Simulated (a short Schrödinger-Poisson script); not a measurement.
Structure: symmetric double-gate stack, SiO2 on p-type Ge(100), at 300 K.

```
layer  material  thickness (nm)  Na (cm⁻³)
-----  --------  --------------  ---------
1          SiO2             0.9          -
2            Ge               5       3e16
3          SiO2             0.9          -
```

Constants are typed, rounded textbook-type inputs, not results; the design itself was drawn at random and stands for no fabricated device. SiO2: permittivity 3.9, conduction-band edge (eV) 3.1, gap (eV) 9, electron mass (mₑ) 0.5. Ge: permittivity 16, conduction-band edge (eV) 0, gap (eV) 0.664, Nv at 300 K (cm⁻³) 6e18.

Channel valleys (confinement mass, in-plane density-of-states mass, number): L4 0.12, 0.295, 4. At the gates, both at one voltage, the conduction-band edge of layer 1 lies 3.36 eV − eVg above the Fermi level of the channel. Gaps are held at their typed values at every temperature. Mesh 0.03 nm at interfaces.

Solved with a short Schrödinger-Poisson script written for these runs: 1D Poisson equation in equilibrium, electrons classical, Fermi-Dirac, parabolic valleys, classical holes, full ionisation, no traps, pinning or gate leakage.

The same stack at other levels of the model or other numerical settings:

| run | sheet density of all electrons at Vg = 0.95 V (cm⁻²) | sheet density of all electrons at Vg = 0.35 V (cm⁻²) | capacitance of both gates at Vg = 0.95 V (μF/cm²) | gate voltage at 1e11 electrons/cm² (V) | rough cost against the base |
|---|---|---|---|---|---|
| base | 2.49e13 | 3.66e12 | 6.02 | 0.16 | about 1 |
| electrons treated as classical, Boltzmann | 2.82e13 | 3.89e12 | 7.04 | 0.16 | 0.4 |
| electrons treated as quantum, Hartree | 2.09e13 | 2.01e12 | 5.44 | 0.22 | 7 |
| mesh six times as coarse | 2.45e13 | 3.60e12 | 5.92 | 0.16 | 0.7 |

The classical rows ignore confinement, and Boltzmann statistics overrate the density once the band edge passes the Fermi level.

Only the L valleys are kept; under strong confinement the Δ valleys of Ge fill too.
